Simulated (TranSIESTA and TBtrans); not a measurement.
Device: Si chain bridged by a linear C2 unit along the axis. Leads: straight Si chain, spacing 2.25 Å. Geometry: 4 atoms about the centre moved by SIESTA (PBE, DZP) to a largest force of 0.02 eV/Å, all others as built, motion along the axis alone. Transport runs along z; the first 6 and the last 6 of the 22 atoms are the lead cells, repeated to infinity.

```xyz
22
Lattice="9.000 0.000 0.000 0.000 9.000 0.000 0.000 0.000 47.540" Properties=species:S:1:pos:R:3 pbc="F F T"
Si     4.500     4.500     0.000
Si     4.500     4.500     2.250
Si     4.500     4.500     4.500
Si     4.500     4.500     6.750
Si     4.500     4.500     9.000
Si     4.500     4.500    11.250
Si     4.500     4.500    13.500
Si     4.500     4.500    15.750
Si     4.500     4.500    18.000
Si     4.500     4.500    20.241
C      4.500     4.500    21.996
C      4.500     4.500    23.294
Si     4.500     4.500    25.049
Si     4.500     4.500    27.290
Si     4.500     4.500    29.540
Si     4.500     4.500    31.790
Si     4.500     4.500    34.040
Si     4.500     4.500    36.290
Si     4.500     4.500    38.540
Si     4.500     4.500    40.790
Si     4.500     4.500    43.040
Si     4.500     4.500    45.290
```

Run with TranSIESTA and TBtrans (open boundaries, self-consistent; PseudoDojo norm-conserving potentials, scalar-relativistic): PAO.BasisSize DZP, PAO.EnergyShift 0.15 eV, XC.Authors PBE, Mesh.Cutoff 200 Ry, ElectronicTemperature 300 K, TS.Voltage 0.0 eV, TBT.Elecs.Eta 0.001 eV, no spin polarisation.

Energies count from the leads' Fermi level. Transmissions are for one spin of a degenerate pair. The energy step is 0.01 eV; narrower resonances are cut or missed.

| E (eV) | T |
|---|---|
| -0.20 | 1.97 |
| -0.15 | 1.99 |
| -0.10 | 2.00 |
| -0.05 | 2.01 |
| 0.00 | 2.01 |
| 0.05 | 2.02 |
| 0.10 | 2.02 |
| 0.15 | 2.02 |
| 0.20 | 2.02 |

Problem. Give the zero-bias conductance in μS and the resistance at 300 K.

Solution. At the Fermi level T = 2.01. Averaged with −∂f/∂E over the full grid (kT = 25.9 meV) it is 2.01. With G0 = 2e²/h = 77.48 μS, G = 156 μS and R = 1/G = 6.41 kΩ.

Problem. The eigenchannels at the Fermi level transmit 0.958, 0.958, 0.0952. What Fano factor of the shot noise follows at low temperature and bias?

Solution. F = Σ τ(1 − τ)/Σ τ = 0.167/2.01 = 0.08.

The straight chain is held at its spacing; free chains may zigzag or dimerise. No spin-polarised start was tried, so a magnetic state, if there is one, is missed.
